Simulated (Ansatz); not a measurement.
The parent structure is TaN in the rock salt structure (space group Fm-3m, No. 225; a = 4.375 Å).

One thing is altered: Y takes the place of Ta on all its sites, then cell and atoms are relaxed.

Levels (all Ansatz, a program for electronic structure, PAW, earlier PAW set): PBEsol (420 eV, no spin-orbit coupling); r2SCAN (500 eV, scalar-relativistic without spin-orbit coupling); HSE06 (420 eV, no spin-orbit coupling); PBEsol+SOC (420 eV, with spin-orbit coupling); HSE06+SOC (420 eV, spin-orbit coupling included).

One geometry, relaxed with PBEsol, under each level:

Notes on the quantities. hole mass: degenerate bands, along [100].

The valence-band top lists the three highest levels at Γ (Kramers pairs under SOC), from the VBM.

```json
[
 {"level": "PBEsol", "band gap": "0.07 eV", "lowest conduction level above the VBM at special points": "X 0.07 eV; U 2.42 eV; K 2.42 eV; Γ 3.13 eV", "valence-band top at Γ": "0.00, 0.00, 0.00 eV", "electron mass": "–", "hole mass": "0.16, 0.99, 0.99 mₑ (at Γ)", "pressure": "0.00 GPa"},
 {"level": "r2SCAN", "band gap": "___", "lowest conduction level above the VBM at special points": "___", "valence-band top at Γ": "–", "electron mass": "___", "hole mass": "___", "pressure": "___"},
 {"level": "HSE06", "band gap": "1.05 eV", "lowest conduction level above the VBM at special points": "X 1.05 eV; U 3.53 eV; K 3.53 eV; Γ 4.35 eV", "valence-band top at Γ": "–", "electron mass": "–", "hole mass": "–", "pressure": "–"},
 {"level": "PBEsol+SOC", "band gap": "0.06 eV", "lowest conduction level above the VBM at special points": "X 0.06 eV; U 2.40 eV; K 2.40 eV; Γ 3.09 eV", "valence-band top at Γ": "0.00, 0.00, -0.06 eV", "electron mass": "–", "hole mass": "0.22, 1.0 mₑ (at Γ)", "pressure": "-0.01 GPa"},
 {"level": "HSE06+SOC", "band gap": "1.03 eV", "lowest conduction level above the VBM at special points": "X 1.03 eV; U 3.50 eV; K 3.50 eV; Γ 4.31 eV", "valence-band top at Γ": "0.00, 0.00, -0.07 eV", "electron mass": "–", "hole mass": "–", "pressure": "–"}
]
```

Task: Give the withheld r2SCAN results.

Result: 
- r2SCAN, band gap: 0.54 eV
- r2SCAN, lowest conduction level above the VBM at special points: X 0.54 eV; U 2.88 eV; K 2.88 eV; Γ 3.59 eV
- r2SCAN, electron mass: 1.3 mₑ along k, 0.14 mₑ across (at X)
- r2SCAN, hole mass: 0.17, 1.1, 1.1 mₑ (at Γ)
- r2SCAN, pressure: 4.32 GPa

Single points use the geometry relaxed with PBEsol. Their cutoffs differ, which shifts pressures a little. The hybrid gap comes from the SCF mesh plus the semilocal run's edge points and a few special points and is an upper bound. The spin-orbit shifts are approximate. Masses are band curvatures over ±0.01 Å⁻¹ around the edge. Along k means along the line from Γ to the band edge. No phonon test of stability was made. The runs without spin-orbit coupling are not spin-polarised. This is not the structure that TaN has at room temperature and ambient pressure. The zero or small gap of YN can change with the level of theory.
